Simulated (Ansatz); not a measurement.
The parent structure is BeSe in the zinc blende structure (space group F-43m, No. 216; a = 5.178 Å).

The change: the cell is scaled by 1.0050 in all directions; the atoms relax in the strained cell.

Method: plane-wave PAW DFT at the PBE level (Ansatz, a program for electronic structure, 420 eV), scalar-relativistic without spin-orbit coupling.

Base, band edges from the VBM (valence, conduction): X -2.58, 2.67; W -3.20, 6.13; L -1.05, 4.27; Γ 0.00, 4.22; K -2.16, 3.78; U -2.16, 3.78 eV.

Q: Give the band edges at the high-symmetry points of the new zone, measured from its valence-band maximum.

A: 
```tsv
point	valence edge (eV)	conduction edge (eV)
Γ	0.00	4.12
X	-2.53	2.70
U	-2.11	3.79
K	-2.11	3.79
L	-1.02	4.22
W	-3.13	6.12
```

The gap is 2.70 eV, indirect, Γ → X.

No phonon test of stability was made.
